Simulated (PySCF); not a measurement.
PySCF 2.14.0, HF/def2-svp, df: CN([SiH2]F)[SiH](F)F, 13 atoms. The geometry is a generated start, not checked to be a minimum at this level.

```
Property                      Result
-------------------  ---------------
task                          energy
method                            hf
basis                       def2-svp
two-electron scheme  density fitting
mol.max_memory               3000 MB
mf.max_cycle                     100
mf.init_guess        minao (default)
mf.DIIS              CDIIS (default)
mf.diis_space            8 (default)
mf.conv_tol          1e-09 (default)
basis functions                  136
```

```xyz
13

Si     1.4298     0.1541     0.8720
F      2.5274     0.5934    -0.2226
N     -0.0813    -0.1444     0.0628
C     -0.1517    -1.3165    -0.8015
Si    -1.3402     1.0130    -0.0201
F     -1.4358     1.7516     1.3933
F     -1.0268     2.2409    -0.9935
H      1.2985     1.2590     1.7924
H      1.8974    -1.1271     1.3725
H     -1.1855    -1.6293    -0.9345
H      0.4069    -2.1386    -0.3575
H      0.2745    -1.1029    -1.7852
H     -2.6132     0.4470    -0.3779
```

One run each on 2 threads, 1 BLAS thread. Values of level_shift (Hartree) tried: 0 (default), 0.1, 0.3, 1.

Task: How does the count of Fock builds change with level_shift (Hartree), and where is it least?

Result: Fewest Fock builds, within one of each other: 0 (default) with 12, 0.1 with 13. The count rises to 22 at 1. All converge to one solution.

```json
[
 {"level_shift (Hartree)": "0 (default)", "Fock builds": "12", "end": "same solution"},
 {"level_shift (Hartree)": "0.1", "Fock builds": "13", "end": "same solution"},
 {"level_shift (Hartree)": "0.3", "Fock builds": "14", "end": "same solution"},
 {"level_shift (Hartree)": "1", "Fock builds": "22", "end": "same solution"}
]
```
